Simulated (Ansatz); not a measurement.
Electronic density of states of amorphous Si24C40, density 2.78 g/cm³, on a 2×2×2 Γ-centred mesh with a Gaussian width of 0.1 eV; energies count from the Fermi level. Cell and mesh are small, so fine structure isn't converged. These are PBE, scalar-relativistic without spin-orbit coupling (plane waves to 420 eV, PAW; Ansatz, a program for electronic structure) values and carry that method's errors. Sampling: a 2×2×2 Γ-centred mesh; Fermi-Dirac width 0.05 eV; no spin polarisation. The levels at the Fermi energy are partly filled. A closed spacing in one fast-quenched cell at PBE doesn't show the material to be a metal.

The cell was made by melting and quenching with the CHGNet potential and then relaxed with DFT. It is the lowest in DFT energy of 2 quenches. It is a model cell: composition and starting density were chosen by hand, and all elements were melted together. No dispersion term was used. A short ab initio anneal came between quench and relaxation. Its density started from a set value of 2.78 and ended at 2.78 g/cm³. The quench (nominally 430 K/ps over its main leg) was far faster than any real one, so the model tends to hold more defects than a real film. A cell of this size samples the disorder only roughly. The volume was held where the preparation left it, at a PBE pressure of 3.8 GPa. Stress components on the final sampling reach 10.1 GPa. On a 2×2×2 Γ-centred mesh force components of up to 0.24 eV/Å stay, since the relaxation ran on one k-point at (1/4, 1/4, 1/4).

```
E - EF (eV)  states/(eV atom)
-----------  ----------------
-12.00                   0.08
-11.90                   0.09
-11.80                   0.12
-11.70                   0.17
-11.60                   0.15
-11.50                   0.18
-11.40                   0.21
-11.30                   0.16
-11.20                   0.14
-11.10                   0.16
-11.00                   0.17
-10.90                   0.18
-10.80                   0.19
-10.70                   0.24
-10.60                   0.23
-10.50                   0.18
-10.40                   0.15
-10.30                   0.11
-10.20                   0.10
-10.10                   0.13
-10.00                   0.18
-9.90                    0.20
-9.80                    0.23
-9.70                    0.22
-9.60                    0.21
-9.50                    0.21
-9.40                    0.16
-9.30                    0.17
-9.20                    0.21
-9.10                    0.21
-9.00                    0.27
-8.90                    0.22
-8.80                    0.20
-8.70                    0.21
-8.60                    0.25
-8.50                    0.26
-8.40                    0.23
-8.30                    0.25
-8.20                    0.30
-8.10                    0.33
-8.00                    0.27
-7.90                    0.25
-7.80                    0.25
-7.70                    0.18
-7.60                    0.25
-7.50                    0.29
-7.40                    0.27
-7.30                    0.27
-7.20                    0.27
-7.10                    0.27
-7.00                    0.29
-6.90                    0.35
-6.80                    0.34
-6.70                    0.31
-6.60                    0.28
-6.50                    0.28
-6.40                    0.30
-6.30                    0.33
-6.20                    0.35
-6.10                    0.29
-6.00                    0.25
-5.90                    0.26
-5.80                    0.33
-5.70                    0.42
-5.60                    0.36
-5.50                    0.28
-5.40                    0.35
-5.30                    0.37
-5.20                    0.36
-5.10                    0.35
-5.00                    0.36
-4.90                    0.39
-4.80                    0.41
-4.70                    0.39
-4.60                    0.40
-4.50                    0.40
-4.40                    0.38
-4.30                    0.41
-4.20                    0.37
-4.10                    0.36
-4.00                    0.36
-3.90                    0.36
-3.80                    0.39
-3.70                    0.39
-3.60                    0.38
-3.50                    0.36
-3.40                    0.37
-3.30                    0.38
-3.20                    0.33
-3.10                    0.32
-3.00                    0.36
-2.90                    0.36
-2.80                    0.37
-2.70                    0.34
-2.60                    0.34
-2.50                    0.29
-2.40                    0.33
-2.30                    0.40
-2.20                    0.37
-2.10                    0.32
-2.00                    0.28
-1.90                    0.25
-1.80                    0.26
-1.70                    0.31
-1.60                    0.31
-1.50                    0.25
-1.40                    0.21
-1.30                    0.21
-1.20                    0.24
-1.10                    0.25
-1.00                    0.21
-0.90                    0.17
-0.80                    0.18
-0.70                    0.16
-0.60                    0.13
-0.50                    0.16
-0.40                    0.18
-0.30                    0.20
-0.20                    0.21
-0.10                    0.17
0.00                     0.11
0.10                     0.08
0.20                     0.04
0.30                     0.09
0.40                     0.16
0.50                     0.15
0.60                     0.08
0.70                     0.04
0.80                     0.06
0.90                     0.04
1.00                     0.06
1.10                     0.09
1.20                     0.13
1.30                     0.15
1.40                     0.17
1.50                     0.23
1.60                     0.23
1.70                     0.22
1.80                     0.24
1.90                     0.25
2.00                     0.27
2.10                     0.29
2.20                     0.28
2.30                     0.30
2.40                     0.31
2.50                     0.27
2.60                     0.29
2.70                     0.32
2.80                     0.30
2.90                     0.27
3.00                     0.29
3.10                     0.29
3.20                     0.31
```
